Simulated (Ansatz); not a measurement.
Consider TiC in the rock salt structure (space group Fm-3m, No. 225; a = 4.329 Å; relaxed with 0.1 eV smearing). Axes: x, y, z lie along the cube axes.

Calculations: DFT with r2SCAN, PAW potentials and a 500 eV plane-wave cutoff in Ansatz (a program for electronic structure), without spin-orbit coupling, earlier PAW set.

Strains are applied to the cell and any free atomic positions relax; under biaxial strain the out-of-plane vector relaxes too.

One change was made to it. Results:

```tsv
quantity	base	after
shortest interatomic distance	2.164 Å	2.125 Å
energy relative to the base (free energy F)	0 meV/atom	+13 meV/atom
pressure (mean of the normal stresses, compression positive)	0.0 GPa	1.9 GPa
band gap	zero	zero
```

**Question.** What was done to the base?
(A) isotropic strain +4.16 %
(B) strain tensor (xx, yy, zz, yz, xz, xy) = (+0.03, +1.25, −1.82, +1.54, −0.05, +0.71) %
(C) biaxial strain −0.68 %, plane normal [001], relaxed out of plane

**Answer.** B, strain tensor (xx, yy, zz, yz, xz, xy) = (+0.03, +1.25, −1.82, +1.54, −0.05, +0.71) %. For comparison, the energy relative to the base in the other runs: biaxial strain −0.68 %, plane normal [001], relaxed out of plane gives +1.8 meV/atom; isotropic strain +4.16 % gives +114 meV/atom.

No phonon test of stability was made. All final runs are without spin polarisation.
